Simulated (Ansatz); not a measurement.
Consider a periodic stack without vacuum, fcc Pt (1 1 1) on corundum (0 0 1) (film strained to the substrate, faces as cut): substrate slab Al12O18, film Pt12, surface cells [[1, 0], [0, 1]] and [[1, 1], [-2, 1]], film strained by -1.1 and -1.1 %, faces Al/Al and Pt/Pt as cut (like faces can put a slab off its formula). Its start:

```yaml
crystal:
  lattice:
    - [4.80875, 0.00000, -0.00030]
    - [-2.40438, 4.16450, -0.00124]
    - [-1.80482, 0.33882, 24.52205]
  atoms:
    - { symbol: Al, position: [0.04443, 0.98627, 0.13269] }
    - { symbol: Al, position: [0.69042, 0.32363, 0.07084] }
    - { symbol: Al, position: [0.37395, 0.65373, 0.12118] }
    - { symbol: Al, position: [0.73631, 0.31477, 0.20887] }
    - { symbol: O, position: [0.70629, 0.97721, 0.08595] }
    - { symbol: O, position: [0.33975, 0.31230, 0.08601] }
    - { symbol: O, position: [0.70191, 0.65114, 0.17383] }
    - { symbol: O, position: [0.39087, 0.96041, 0.17380] }
    - { symbol: O, position: [0.08117, 0.33988, 0.17377] }
    - { symbol: O, position: [0.04096, 0.67871, 0.08593] }
    - { symbol: Al, position: [0.77309, 0.30664, 0.31863] }
    - { symbol: Al, position: [0.40953, 0.64685, 0.22869] }
    - { symbol: Al, position: [0.09928, 0.97489, 0.29759] }
    - { symbol: Al, position: [0.46308, 0.63453, 0.38755] }
    - { symbol: O, position: [0.44920, 0.31189, 0.26354] }
    - { symbol: O, position: [0.06093, 0.61617, 0.26353] }
    - { symbol: O, position: [0.42328, 0.96957, 0.35271] }
    - { symbol: O, position: [0.11901, 0.27701, 0.35272] }
    - { symbol: O, position: [0.81158, 0.66528, 0.35270] }
    - { symbol: O, position: [0.75348, 0.00450, 0.26354] }
    - { symbol: Al, position: [0.50059, 0.62565, 0.49509] }
    - { symbol: Al, position: [0.13667, 0.96622, 0.40735] }
    - { symbol: Al, position: [0.82984, 0.29320, 0.48351] }
    - { symbol: Al, position: [0.18501, 0.95528, 0.54533] }
    - { symbol: O, position: [0.17182, 0.62982, 0.44245] }
    - { symbol: O, position: [0.79207, 0.94052, 0.44242] }
    - { symbol: O, position: [0.16857, 0.30147, 0.53021] }
    - { symbol: O, position: [0.83400, 0.59999, 0.53030] }
    - { symbol: O, position: [0.53592, 0.96653, 0.53041] }
    - { symbol: O, position: [0.48262, 0.31988, 0.44246] }
    - { symbol: Pt, position: [0.46333, 0.10965, 0.66415] }
    - { symbol: Pt, position: [0.13438, 0.44443, 0.66812] }
    - { symbol: Pt, position: [0.80136, 0.77750, 0.66751] }
    - { symbol: Pt, position: [0.83279, 0.10255, 0.76036] }
    - { symbol: Pt, position: [0.50206, 0.43454, 0.76044] }
    - { symbol: Pt, position: [0.17069, 0.77215, 0.76065] }
    - { symbol: Pt, position: [0.20376, 0.09752, 0.85552] }
    - { symbol: Pt, position: [0.86595, 0.42845, 0.85539] }
    - { symbol: Pt, position: [0.53541, 0.76630, 0.85565] }
    - { symbol: Pt, position: [0.56703, 0.09650, 0.95194] }
    - { symbol: Pt, position: [0.23207, 0.42780, 0.94815] }
    - { symbol: Pt, position: [0.89881, 0.76038, 0.94832] }
```

The start was prepared with a machine-learned potential, and the result is one local minimum, with the in-plane cell held and forces under 0.04 eV/Å; the film can end far from its bulk form.

Level of theory: PBE (plane waves to 420 eV, PAW; Ansatz, a quantum-chemistry and plane-wave program). No spin–orbit coupling; the runs are not spin-polarised; PBE gaps are too small against experiment. Its k-point mesh 6×6×1, Fermi–Dirac width 0.05 eV.

Problem. Predict the relaxed interface.

Solution. 
* **interface area**: 20.0 Å²
* **period**: 23.36 Å
* **gaps between the outermost planes at the two interfaces**: 2.16 and 2.16 Å
* **Al–Pt contacts across the interfaces within 1.22 times the sum of covalent radii**: 6, mean 2.71 Å
